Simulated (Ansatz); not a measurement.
Worked example: zone-centre phonon calculation of VAs2 (C2/m, 6 atoms in the cell) in Ansatz (a first-principles code).

Method of the run: LDA (PW92), default PAW files made with PBE (plane waves; Ansatz).

```
VAs2
1.0
    4.49745    -1.63502     0.00000
    4.49745     1.63502     0.00000
   -3.71356     0.00000     6.44329
V As
2 4
Direct
  0.84537   0.84537   0.80540
  0.15463   0.15463   0.19460
  0.59591   0.59591   0.89547
  0.40409   0.40409   0.10453
  0.14758   0.14758   0.53483
  0.85242   0.85242   0.46517
```

Reference input (self-consistent single point, DFT, LDA (PW92), plane waves, default PAW files made with PBE): basis.ecutwfc = 30.9 Ry; kpoints.mp_grid.grid = 7 7 3; hamiltonian.xc = lda; hamiltonian.pseudopotentials = {kind: paw} (the program's default PAW files); scf.occupations.method = fermi_dirac; scf.occupations.width = 0.0073 Ry. This run's input differs from it in these lines:

Ansatz 0.2 input:
```diff
@@ -20,7 +20,5 @@
 scf:
-  occupations: { method: fermi_dirac, width: 0.0073 Ry }
-output:
-  forces: true
-  eigenvalues: true
-  stress: true
+  occupations: { method: fermi_dirac, width: 0.0037 Ry }
+phonons:
+  method: dfpt
```

Output (repeated stretches shortened):

```
SCF iter   1: F=—  HF=-24818.422491 eV  |F-HF|=—  |Δ(HF+E_count)|=         —  Δρ=9.25e-3  dr2=4.82e-2  ethr=1.77e-3  ⟨swp⟩=6.2  Hψ=7555  notcnv=0  defer=6
all-band conjugate gradients solve this SCF's bands
preconditioner: auto → Kerker (q_TF=auto, 2.685 Å⁻¹)
SCF iter   2: F=—  HF=-24818.414368 eV  |F-HF|=—  |Δ(HF+E_count)|=   8.12e-3  Δρ=4.86e-3  dr2=1.45e-2  ethr=5.60e-5  ⟨swp⟩=2.0  Hψ=2926  notcnv=0  defer=75
   [... lines left out ...]
SCF iter   9: F=—  HF=-24818.410571 eV  |F-HF|=—  |Δ(HF+E_count)|=   1.52e-9  Δρ=9.40e-7  dr2=1.80e-9  ethr=2.11e-11  ⟨swp⟩=2.0  Hψ=3729  notcnv=0  defer=75
SCF iter  10: F=—  HF=-24818.410571 eV  |F-HF|=—  |Δ(HF+E_count)|=   1.63e-9  Δρ=4.85e-7  dr2=4.57e-10  ethr=2.10e-12  ⟨swp⟩=2.0  Hψ=3752  notcnv=0  defer=75
SCF iter  11: F=—  HF=-24818.410571 eV  |F-HF|=—  |Δ(HF+E_count)|=  9.46e-11  Δρ=1.74e-7  dr2=7.03e-11  ethr=1.00e-12  ⟨swp⟩=2.6  Hψ=3762  notcnv=0  defer=75
SCF iter  12: F=-24818.410571 eV  HF=-24818.410571 eV  |F-HF|=0.00e0  |Δ(HF+E_count)|=  1.46e-11  Δρ=4.77e-8  dr2=4.59e-12  ethr=1.00e-12  ⟨swp⟩=7.9  Hψ=10297  notcnv=0
SCF 1 converged in 12 iterations: F = -24818.410571 eV  dr2 = 4.59e-12
DFPT response loops at Γ: preconditioner auto → Kerker (q_TF=auto, 2.685 Å⁻¹) (partly filled bands, converged f_vac=0.000) …
Free energy (F): -24818.410571 eV
Internal energy: -24818.401586 eV  (E = F + TS)
E sigma→0 (E₀):  -24818.406078 eV
Entropy (-TS):   -0.008985 eV (-1.498 meV/atom)
Fermi energy:    14.524735 eV
--- Phonons (Γ-DFPT): 9 representative perturbations + reference, on 44 of 147 k-points (Σ response iterations 31) ---
  k mesh reduced under 2 symmetry operations, with k and −k counted as one. Each operation leaves every solved displacement unchanged or reverses it
  ASR residual: 3.166e-4 → 0.000e0 eV/Å²; symmetrization residual: 8.032e-6 eV/Å²
  ASR residual per site (eV/Å²): 3.17e-4 3.17e-4 6.89e-5 6.89e-5 1.13e-4 1.13e-4
  Γ frequencies (cm⁻¹): 0.00 0.00 0.00 128.15 141.48 152.01 156.55 163.01 182.97 192.03 207.72 254.59 272.23 272.67 290.54 292.95 308.48 337.39
  non-analytic LO–TO correction: not included (Born effective charges unavailable; polar crystals: no LO–TO splitting at Γ)
```

The run converged in 12 iterations. 

Summary of the result:
```
Item                                                                                                                                   Value
--------------------------------------------------------  ----------------------------------------------------------------------------------
Free energy E − TS (on the zero of these files)                                                                               -24818.4106 eV
Zone-centre frequencies (cm⁻¹; negative means imaginary)  0, 0, 0, 128, 141, 152, 157, 163, 183, 192, 208, 255, 272, 273, 291, 293, 308, 337
```

The starting cell comes from a database of computed structures (which also holds hypothetical and non-ambient phases and stackings), without a prior relaxation at this level. Its lattice was rescaled by up to half a per cent. Spin polarisation is off, so a magnetic state, if there is one, cannot be reached.

Cost on one core of a shared machine: roughly 4 min.
